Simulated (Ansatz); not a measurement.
The starting structures come from a database of crystals and need not be the phases stable at ambient conditions.

## Evanescent states of Cs$_{2}$HfI$_{6}$ (Fm-3m, not sure to be the ambient phase, 9 atoms a cell, 45.6 Å³ an atom) along the normal of (111)

Calculation: PBEsol (plane waves, PAW; Ansatz, a program for electronic structure).

The gap is the functional's own. No spin-orbit coupling. Mid-gap values are interpolated on the energy grid.

Energies count from the valence-band top; κ is the least over a 6×6 mesh across the current.

| E (eV) | κ (1/Å) | where |
|---|---|---|
| 0.06 | 0.103 | Γ |
| 0.17 | 0.157 | Γ |
| 0.28 | 0.174 | Γ |
| 0.39 | 0.187 | Γ |
| 0.49 | 0.198 | Γ |
| 0.60 | 0.208 | Γ |
| 0.71 | 0.215 | Γ |
| 0.82 | 0.222 | Γ |
| 0.94 | 0.227 | Γ |
| 1.04 | 0.231 | Γ |
| 1.16 | 0.234 | Γ |
| 1.26 | 0.235 | Γ |
| 1.38 | 0.236 | Γ |
| 1.49 | 0.235 | Γ |
| 1.59 | 0.232 | Γ |
| 1.71 | 0.227 | Γ |
| 1.81 | 0.218 | Γ |
| 1.93 | 0.198 | off Γ |
| 2.04 | 0.140 | off Γ |

**Question.** How thick must the barrier be to attenuate the transmission by 10^6 when the electrodes' Fermi level lies at 0.49 eV, and what attenuation does that film give at 1.38 eV?

**Answer.** d = 6 ln 10 / (2 × 0.198) = 34.9 Å. At 1.38 eV it gives 6 × 0.236/0.198 = 7.2 decades.
